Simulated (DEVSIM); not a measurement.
Device: Al/SiO2/n-Si capacitor, at 300 K.

| layer (left to right) | material | thickness (nm) | Nd (cm⁻³) |
|---|---|---|---|
| 1 | SiO2 | 2.50 | - |
| 2 | Si | 9900 | 3.4e15 |

Metal gate on the left, work function 4.1 eV. Fixed charge at the semiconductor interface 1.5e11 cm⁻² (in units of +e); no interface traps.

The device is made up for the run: typed textbook-type constants, with dimensions and the other settings drawn at random. Values at 300 K.

```csv
parameter,SiO2,Si
gap (eV),9,1.124
affinity (eV),0.9,4.05
permittivity,3.9,11.7
Nc (cm⁻³),-,2.86e19
Nv (cm⁻³),-,3.1e19
```

Simulated with DEVSIM: 1D Poisson equation in equilibrium, Boltzmann statistics, complete ionisation; no quantum confinement or tunnelling. Metal contacts follow the ideal Schottky-Mott rule: no Fermi-level pinning, no interface dipoles.

### Question
Tabulate band edges, carrier densities and field at -0.7 V on the gate.

### Answer
Energies count from the Fermi level of the right contact; mesh points crowd at the junctions.

```csv
x (μm),Ec (eV),Ev (eV),n (cm⁻³),p (cm⁻³),field (V/cm)
0.000,3.900,-5.100,< 1e2,< 1e2,-140000
0.0009754,3.887,-5.113,< 1e2,< 1e2,-140000
0.001951,3.874,-5.126,< 1e2,< 1e2,-140000
0.003024,0.715,-0.409,2.8e7,4.2e12,-22000
0.006323,0.708,-0.416,3.7e7,3.2e12,-22000
0.01258,0.694,-0.430,6.2e7,1.9e12,-21000
0.02669,0.665,-0.459,1.9e8,6.0e11,-21000
0.07634,0.569,-0.555,8.0e9,1.5e10,-18000
0.1764,0.415,-0.709,3.1e12,3.8e7,-13000
0.3961,0.254,-0.870,1.5e15,76000,-2600
0.8918,0.234,-0.890,3.4e15,34000,≈ 0
2.636,0.234,-0.890,3.4e15,34000,≈ 0
5.724,0.234,-0.890,3.4e15,34000,≈ 0
8.051,0.234,-0.890,3.4e15,34000,≈ 0
9.298,0.234,-0.890,3.4e15,34000,≈ 0
9.635,0.234,-0.890,3.4e15,34000,≈ 0
9.785,0.234,-0.890,3.4e15,34000,≈ 0
9.851,0.234,-0.890,3.4e15,34000,≈ 0
9.886,0.234,-0.890,3.4e15,34000,≈ 0
9.896,0.234,-0.890,3.4e15,34000,≈ 0
9.900,0.234,-0.890,3.4e15,34000,≈ 0
9.902,0.234,-0.890,3.4e15,34000,≈ 0
```
